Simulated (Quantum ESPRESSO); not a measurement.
# Quick settings and what they miss: Zn3Ni (I4/mmm, 4 atoms in the cell)

Self-consistent single point.

```yaml
crystal:
  lattice:
    - [-1.81324, 1.81324, 3.89034]
    - [1.81324, -1.81324, 3.89034]
    - [1.81324, 1.81324, -3.89034]
  atoms:
    - { symbol: Zn, position: [0.75000, 0.25000, 0.50000] }
    - { symbol: Zn, position: [0.25000, 0.75000, 0.50000] }
    - { symbol: Zn, position: [0.50000, 0.50000, 0.00000] }
    - { symbol: Ni, position: [0.00000, 0.00000, 0.00000] }
```

Level of theory: PBEsol, PSlibrary PAW (PBE) pseudopotentials (plane waves; Quantum ESPRESSO).

Base settings: ecutwfc = 50 Ry; ecutrho = 300 Ry; occupations = smearing; smearing = cold; degauss = 0.0036749 Ry; input_dft = pbesol; potentials = {Zn: Zn.pbe-dn-kjpaw_psl.1.0.0.UPF, Ni: Ni.pbe-n-kjpaw_psl.1.0.0.UPF}; K_POINTS = automatic 9 9 9 0 0 0; conv_thr = 1e-10 Ry.

Tight run (finer mesh or higher cutoff; not a proven limit): ecutwfc: 50 Ry → 70 Ry; ecutrho: 300 Ry → 420 Ry; conv_thr: 1e-10 Ry → 7.3e-11 Ry; K_POINTS: automatic 9 9 9 0 0 0 → automatic 13 13 13 0 0 0. It gave Fermi level (on the code's own zero) 12.66 eV; pressure -3.69 GPa.

Quick runs, as changes from the base:
- A: the base itself
- B: ecutwfc: 50 Ry → 25 Ry; ecutrho: 300 Ry → 150 Ry; input_dft: pbesol → default; pseudopotentials: {Zn: Zn.pbe-dn-kjpaw_psl.1.0.0.UPF, Ni: Ni.pbe-n-kjpaw_psl.1.0.0.UPF} → {Zn: Zn.pz-dn-kjpaw_psl.1.0.0.UPF, Ni: Ni.pz-n-kjpaw_psl.1.0.0.UPF}; K_POINTS: automatic 9 9 9 0 0 0 → automatic 8 8 8 0 0 0 [LDA (PZ)]
- C: ecutwfc: 50 Ry → 30 Ry; ecutrho: 300 Ry → 180 Ry; conv_thr: 1e-10 Ry → 7.3e-06 Ry; K_POINTS: automatic 9 9 9 0 0 0 → automatic 3 3 3 0 0 0
- D: ecutwfc: 50 Ry → 25 Ry; ecutrho: 300 Ry → 150 Ry; conv_thr: 1e-10 Ry → 7.3e-05 Ry; K_POINTS: automatic 9 9 9 0 0 0 → automatic 4 4 4 0 0 0
- E: ecutwfc: 50 Ry → 40 Ry; ecutrho: 300 Ry → 240 Ry; smearing: cold → gauss; degauss: 0.0036749 Ry → 0.0099958 Ry; input_dft: pbesol → default; pseudopotentials: {Zn: Zn.pbe-dn-kjpaw_psl.1.0.0.UPF, Ni: Ni.pbe-n-kjpaw_psl.1.0.0.UPF} → {Zn: Zn.pz-dn-kjpaw_psl.1.0.0.UPF, Ni: Ni.pz-n-kjpaw_psl.1.0.0.UPF}; K_POINTS: automatic 9 9 9 0 0 0 → automatic 2 2 2 1 1 1 [LDA (PZ)]
- F: ecutwfc: 50 Ry → 35 Ry; ecutrho: 300 Ry → 210 Ry; smearing: cold → mp; degauss: 0.0036749 Ry → 0.0147 Ry; input_dft: pbesol → default; pseudopotentials: {Zn: Zn.pbe-dn-kjpaw_psl.1.0.0.UPF, Ni: Ni.pbe-n-kjpaw_psl.1.0.0.UPF} → {Zn: Zn.pz-dn-kjpaw_psl.1.0.0.UPF, Ni: Ni.pz-n-kjpaw_psl.1.0.0.UPF}; K_POINTS: automatic 9 9 9 0 0 0 → automatic 8 8 8 1 1 1 [LDA (PZ)]

Dashes: energy of B, E, F, another energy zero; pressure of C, D, not trusted under this conv_thr with d or f elements; time of C, D, E, under 30 s.

† marks runs with another functional, U, potentials or spin treatment: their distance from the tight run is not a convergence error alone.

The count of work is k-points × plane waves × bands × iterations; it is no time. Core times come from one kind of shared machine and are given to one figure; runs under 30 s give none.

The starting cell comes from a database of computed structures (which also holds hypothetical and non-ambient phases and stackings), without a prior relaxation at this level. Its lattice was rescaled by a random factor within 2.5 % of one. Spin polarisation is off. In the base run, with a pressure of about -6 GPa the cell is away from its equilibrium volume at this level.

| run | energy less tight (meV/atom) | pressure less tight (GPa) | count of work / tight | core time / tight (rough) |
|---|---|---|---|---|
| A | 42.5 | -2.06 | 0.23 | 0.2 |
| B† | – | -334.50 | 0.066 | 0.09 |
| C | 852.8 | – | 0.0061 | – |
| D | 4766.0 | – | 0.0078 | – |
| E† | – | -8.09 | 0.0071 | – |
| F† | – | -18.01 | 0.11 | 0.1 |

Among the runs at the tight run's level, the energy misses run from 42.5 to 4766.0 meV/atom.
